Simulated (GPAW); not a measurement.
**σxx against uniaxial strain in rock-salt MgS (space group 225): C11 (GPAW, PBEsol)**

```
CELL_PARAMETERS angstrom
      0.00000     2.59185     2.59185
      2.55297     0.00000     2.59185
      2.55297     2.59185     0.00000
ATOMIC_POSITIONS crystal
  Mg 0.00000 0.00000 0.00000
  S  0.50000 0.50000 0.50000
```

Method of the run: PBEsol, GPAW PAW datasets PBEsol (made by gpaw-setup) (plane waves; GPAW 25.7.0). Settings: mode = pw; ecut = 780 eV; xc = PBEsol; kpts = 12 12 12; mesh shift (steps) = 0 0 0; occupations.name = fermi-dirac; occupations.width = 0.01 eV; nbands = -6; convergence.density = 1e-06 e/electron; convergence.energy = 1e-06 eV/electron; convergence.bands = -4; symmetry.symmorphic = false; symmetry.tolerance = 0.0005; maxiter = 100. The cell above is the first row's. The rows stretch one cube axis (x) by the strain ε and hold the other two. Stress is positive in tension. In all rows fractional positions and the k mesh are held.

| ε (%) | σxx (GPa) |
|---|---|
| -1.5 | ? |
| -1.0 | -1.59 |
| -0.5 | -0.75 |
| 0.0 | 0.04 |
| 0.5 | 0.78 |
| 1.0 | 1.48 |
| 1.5 | 2.14 |
| 2.0 | 2.76 |

The 7 complete rows are fitted with a parabola, σxx against ε. Least squares gives σxx = 0.036 + 1.5350·ε - 0.0871·ε². Residuals (row less fit): -0.004, 0.003, 0.004, -0.002, -0.004, -0.003, 0.002; standard error 0.004 (degrees of freedom: 4). The slope at ε = 0, 1.5350 GPa per cent, gives C11 ≈ 100 × 1.5350 = 154 GPa, for the static lattice.

### Question
Predict the withheld σxx at ε = -1.5 from the fit, and compare with the calculation.

### Answer
σxx = 0.036 + 1.5350 × (-1.5) - 0.0871 × (-1.5)² = -2.462 GPa. The calculation gives -2.48 GPa, 0.018 GPa below the prediction (0.3 % of the range of σxx in the table). The row lies outside the fitted rows, so this is an extrapolation. From the scatter of the fitted rows alone, a prediction at this place has a standard error of 0.008 GPa, so the miss is 2.3 times that.

Carrying the step between the two nearest rows on in a straight line would have given -2.43, off by 0.05; series whose last step already gives the withheld value aren't shown. The reference cell has the volume at which an earlier scan in this program and functional put its minimum by a fit. The runs keep the symmetry of the cell, so they don't test it for distortions. The unstrained cell stands at a pressure of -0.04 GPa, and the constants belong to that pressure. By symmetry this strain leaves no force on the atoms; the largest in the rows is 0.000 eV/Å. Cutoffs and mesh are single choices, not tested for convergence of this quantity. Series with a scatter that would blur these digits, or in which a gap closes, are not shown. Strain series were run only where this level's volume lies within 10 % of a first guess from the measured size.
